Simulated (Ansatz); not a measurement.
Defect migration in bcc Ta: interstitial O, neutral cell. Calculation: PBE, PAW (plane waves to 420 eV; Ansatz, an electronic-structure program).

36-site cell at the relaxed PBE lattice, a 2×2×3 k-point mesh shifted by half a step, smearing 0.10 eV, spin-restricted, no finite-size correction. No zero-point or tunnelling terms. Spin-orbit coupling is left out. Sites that were not tried may lie lower.

Barriers: single points on a 3×3×4 k-point mesh shifted by half a step at the bands' geometries.

The step: a concerted move, in which O travels most. Atoms about the jump, Cartesian Å from the middle of the jump, before and after:

```
atom     x0     y0     z0     x1     y1     z1
----  -----  -----  -----  -----  -----  -----
O1     0.00   0.00  -0.83   0.00   0.00   0.83
Ta2    0.00   2.01  -0.83   0.00   1.62  -0.81
Ta3    0.00  -2.01  -0.83   0.00  -1.62  -0.81
Ta4   -1.62   0.00   0.81  -2.01   0.00   0.83
Ta5    1.62   0.00   0.81   2.01   0.00   0.83
Ta6    0.00   1.68   2.49   0.00   1.62   2.47
Ta7    0.00  -1.68   2.49   0.00  -1.62   2.47
Ta8   -1.62   0.00  -2.47  -1.68   0.00  -2.49
Ta9    1.62   0.00  -2.47   1.68   0.00  -2.49
```

Question: Predict the transition state.

Answer: 
```tsv
atom	x	y	z
O1	0.00	-0.01	-0.01
Ta2	0.00	1.81	-0.90
Ta3	0.00	-1.82	-0.90
Ta4	-1.82	-0.01	0.89
Ta5	1.81	-0.01	0.89
Ta6	0.00	1.72	2.55
Ta7	0.00	-1.73	2.55
Ta8	-1.73	-0.01	-2.57
Ta9	1.73	-0.01	-2.57
```
It lies 0.84 eV above the start and 0.84 eV above the end. The saddle point's order was not checked, and it lies on a symmetry element of the cell, where a band can be held.
